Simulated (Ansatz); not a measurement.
Cost and result by functional for the adsorption energy of SiH3 on the 1x1 (111) surface of fcc Ag, one in a 2x2 cell, started at the site 'hollow Ag-Ag-Ag over Ag at depth 4.7 Å', in Ansatz (plane waves, PAW). Single points on the PBE structure, on one kind of machine; costs are rough ratios of the slab run's core time (references not counted) to the cheapest single point. r2SCAN's cost holds its higher cutoff (500 against 420 eV). Differences are taken against r2SCAN for comparison alone: no measured value is at hand, so the table doesn't rank accuracy.

Model: 20-atom slab, 7.1 Å thick at the start under the adsorbate (thin: gaps and levels are the slab's own), 6x6x1 mesh, Fermi-Dirac 0.1 eV, dipole correction, 8 atoms held, the rest relaxed; held to the start's symmetry, so lower structures may exist; spin-polarised, no spin-orbit, no U, no dispersion correction. The starting moment vanished. At the end it is bonded to 3 Ag. In PBE it is, or lies within 0.03 eV of, the lowest of the starts that converged. These notes are the PBE run's. r2SCAN: The program's check for a lower electronic state was not made. Adsorption energies are against SiH4(g) − ½ H2(g). A negative adsorption energy means that the adsorbate is more stable on the surface than in its reference.

| functional | relative cost | adsorption energy (eV) | less r2SCAN (eV) |
|---|---|---|---|
| RPBE | 1 | 0.37 | 0.39 |
| r2SCAN | 2 | -0.02 | 0.00 |
| PBE (the relaxed run's value) | – | 0.10 | 0.11 |

The values span 0.39 eV, while the single points' costs differ by a factor of roughly 2. Differences are of unrounded values.

Ansatz is a program for electronic structure.
